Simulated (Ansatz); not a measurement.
**LiF, response to strain**

Start from LiF in the rock salt structure (space group Fm-3m, No. 225).

```xyz
2
Lattice="0.0000 2.0039 2.0039 2.0039 0.0000 2.0039 2.0039 2.0039 0.0000" Properties=species:S:1:pos:R:3 pbc="T T T"
Li     0.0000     0.0000     0.0000
F      2.0039     2.0039     2.0039
```

Strains are applied to the cell and any free atomic positions relax.

The values are results of PBEsol (Ansatz, an electronic-structure program), no spin-orbit coupling, not measurements.

Candidates:
(a) isotropic strain +3.00 %
(b) isotropic strain −2.50 %
(c) isotropic strain +2.00 %
(d) isotropic strain −0.50 %

Notes on the quantities. energy relative to the base: free energy F.

Q: Order them by energy relative to the base, highest first.

A: (a) isotropic strain +3.00 % (+13 meV/atom), (b) isotropic strain −2.50 % (+11 meV/atom), (c) isotropic strain +2.00 % (+6.1 meV/atom), (d) isotropic strain −0.50 % (+0.4 meV/atom)

No phonon test of stability was made.
